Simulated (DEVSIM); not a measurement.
Device: abrupt GaAs p-n junction, at 300 K.

```tsv
layer (left to right)	material	thickness (μm)	Nd (cm⁻³)	Na (cm⁻³)	τn (s)	τp (s)
1	GaAs	50.0	-	1e16	7.3e-9	7.3e-9
2	GaAs	57.0	4.3e14	-	7.3e-9	2.2e-9
```

Left contact: ohmic. Right contact: ohmic. Voltage is applied to the left contact. Recombination: SRH at mid-gap, radiative. Mobility is constant in doping.

This is a model device: material constants are rounded textbook-type values typed into the input, and sizes, dopings and lifetimes were drawn at random. Values at 300 K.

```csv
parameter,GaAs
gap (eV),1.424
affinity (eV),4.07
permittivity,12.9
Nc (cm⁻³),4.7e17
Nv (cm⁻³),9e18
μn (cm²/Vs),8500
μp (cm²/Vs),400
B (cm³/s),2e-10
```

Simulated with DEVSIM: 1D drift-diffusion, Boltzmann statistics, complete ionisation; no tunnelling, impact ionisation, image-force lowering or self-heating.

**Question.** Tabulate band edges, carrier densities and field at zero bias.

**Answer.** Energies count from the Fermi level of the right contact; mesh points crowd at the junctions.

| x (μm) | Ec (eV) | Ev (eV) | n (cm⁻³) | p (cm⁻³) | field (V/cm) |
|---|---|---|---|---|---|
| 0.000 | 1.248 | -0.176 | < 1e2 | 1.0e16 | ≈ 0 |
| 0.05763 | 1.248 | -0.176 | < 1e2 | 1.0e16 | ≈ 0 |
| 0.2535 | 1.248 | -0.176 | < 1e2 | 1.0e16 | ≈ 0 |
| 0.9193 | 1.248 | -0.176 | < 1e2 | 1.0e16 | ≈ 0 |
| 4.797 | 1.248 | -0.176 | < 1e2 | 1.0e16 | ≈ 0 |
| 16.36 | 1.248 | -0.176 | < 1e2 | 1.0e16 | ≈ 0 |
| 38.49 | 1.248 | -0.176 | < 1e2 | 1.0e16 | ≈ 0 |
| 47.77 | 1.248 | -0.176 | < 1e2 | 1.0e16 | ≈ 0 |
| 49.36 | 1.248 | -0.176 | < 1e2 | 1.0e16 | ≈ 0 |
| 49.83 | 1.246 | -0.178 | < 1e2 | 9.3e15 | -440 |
| 49.97 | 1.210 | -0.214 | < 1e2 | 2.3e15 | -7100 |
| 50.03 | 1.152 | -0.272 | < 1e2 | 2.4e14 | -11000 |
| 50.15 | 1.028 | -0.396 | < 1e2 | 2.0e12 | -10000 |
| 50.55 | 0.672 | -0.752 | 2400000 | 2100000 | -7500 |
| 52.93 | 0.181 | -1.243 | 4.3e14 | < 1e2 | ≈ 0 |
| 60.03 | 0.181 | -1.243 | 4.3e14 | < 1e2 | ≈ 0 |
| 82.79 | 0.181 | -1.243 | 4.3e14 | < 1e2 | ≈ 0 |
| 99.90 | 0.181 | -1.243 | 4.3e14 | < 1e2 | ≈ 0 |
| 105.6 | 0.181 | -1.243 | 4.3e14 | < 1e2 | ≈ 0 |
| 106.6 | 0.181 | -1.243 | 4.3e14 | < 1e2 | ≈ 0 |
| 106.9 | 0.181 | -1.243 | 4.3e14 | < 1e2 | ≈ 0 |
| 107.0 | 0.181 | -1.243 | 4.3e14 | < 1e2 | ≈ 0 |
